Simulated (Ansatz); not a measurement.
**A computed series for Ir: response to strain**

Base system: Ir in the fcc (Cu type) structure (space group Fm-3m, No. 225; relaxed with 0.1 eV smearing).

```xyz
1
Lattice="0.0000 1.9225 1.9225 1.9225 0.0000 1.9225 1.9225 1.9225 0.0000" Properties=species:S:1:pos:R:3 pbc="T T T"
Ir     0.0000     0.0000     0.0000
```

Cartesian axes are those of the cell as printed.

Strains are applied to the cell and any free atomic positions relax.

Level of theory: Ansatz (a program for electronic structure), r2SCAN, PAW, cutoff 500 eV, without spin-orbit coupling.

Notes on the quantities. energy relative to the base: free energy F; pressure: mean of the normal stresses, compression positive.

```
variant                         energy relative to the base   pressure  volume per atom
------------------------------  ---------------------------  ---------  ---------------
base                                             0 meV/atom    0.0 GPa         14.21 Å³
uniaxial strain ε_zz = +0.50 %                +0.7 meV/atom   -1.8 GPa         14.28 Å³
uniaxial strain ε_zz = +1.00 %                +2.7 meV/atom   -3.6 GPa         14.35 Å³
uniaxial strain ε_zz = +1.50 %                +6.1 meV/atom   -5.3 GPa         14.42 Å³
uniaxial strain ε_zz = +2.00 %                 +11 meV/atom   -7.0 GPa         14.50 Å³
uniaxial strain ε_zz = +2.50 %                 +17 meV/atom   -8.6 GPa         14.57 Å³
uniaxial strain ε_zz = +3.00 %                 +24 meV/atom  -10.1 GPa         14.64 Å³
```

Whether these cells are dynamically stable was not tested. All final runs are without spin polarisation.
